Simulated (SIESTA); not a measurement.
# How far to go with the k-point mesh: Li (Im-3m, 1 atom in the cell)

```xyz
1
Lattice="-1.7502 1.7502 1.7502 1.7502 -1.7502 1.7502 1.7502 1.7502 -1.7502" Properties=species:S:1:pos:R:3 pbc="T T T"
Li     0.0000     0.0000     0.0000
```

Level of theory: GGA PBEsol, numerical atomic orbitals TZP, PseudoDojo PBEsol standard norm-conserving potentials (rewritten from UPF to PSML) (SIESTA).

Base settings: XC.functional = GGA; XC.authors = PBEsol; potentials = PseudoDojo PBEsol standard; PAO.BasisSize = TZP; PAO.EnergyShift = 0.01 Ry; MeshCutoff = 350 Ry; kgrid.MonkhorstPack = 13 13 13; OccupationFunction = MP; OccupationMPOrder = 0; ElectronicTemperature = 1160.45 K.

The second cell is the first with its lattice scaled by 0.98.

Only quantities that move along the ladder and can be compared are tabulated.

Core times come from one kind of shared machine, to one figure; runs under 30 s give none.

The starting cell has typed, rounded lattice constants, without a prior relaxation at this level. Its lattice was rescaled by up to half a per cent. Values carry the incompleteness of an atom-centred basis.

```tsv
kgrid.MonkhorstPack	free energy less the last step's (meV/atom)	energy of the compressed cell less the first (meV/atom)	pressure (GPa)	core time / last (rough)
2 2 2	696.83	-0.27	-0.17	–
3 3 3	-173.64	-10.68	-1.77	–
4 4 4	131.26	7.45	0.53	–
5 5 5	-0.28	0.56	-0.38	–
6 6 6	34.06	1.48	-0.21	–
7 7 7	-1.60	1.25	-0.29	–
8 8 8	10.47	0.94	-0.29	–
9 9 9	-3.30	0.87	-0.33	–
10 10 10	6.97	0.92	-0.30	–
11 11 11	-3.62	0.46	-0.37	–
13 13 13	-0.96	0.16	-0.40	–
14 14 14	1.19	0.84	-0.32	–
15 15 15	1.00	0.38	-0.37	–
17 17 17	1.05	0.55	-0.35	–
19 19 19	0.51	0.60	-0.35	–
23 23 23	0.23	0.50	-0.36	–
26 26 26	-0.27	0.52	-0.36	–
29 29 29	-0.01	0.56	-0.35	0.3
32 32 32	0.05	0.54	-0.35	0.4
35 35 35	-0.02	0.53	-0.35	0.7
39 39 39	-0.04	0.54	-0.35	1.0
43 43 43	0.00	0.52	-0.36	1
```

Coarsest kgrid.MonkhorstPack that holds the free energy within 2 meV/atom of the last step, with all finer ones: 13 13 13; the step before is off by 3.6 meV/atom.

Coarsest kgrid.MonkhorstPack that holds the energy of the compressed cell less the first within 0.2 meV/atom of the last step, with all finer ones: 15 15 15; the step before is off by 0.32 meV/atom.

Coarsest kgrid.MonkhorstPack that holds the pressure within 1 GPa of the last step, with all finer ones: 4 4 4; the step before is off by 1.4 GPa.

The energy difference between the two cells stays within 1 meV/atom of the last step's from 5 5 5 on, the total only from 19 19 19 on: much of the error is common to both cells and cancels.
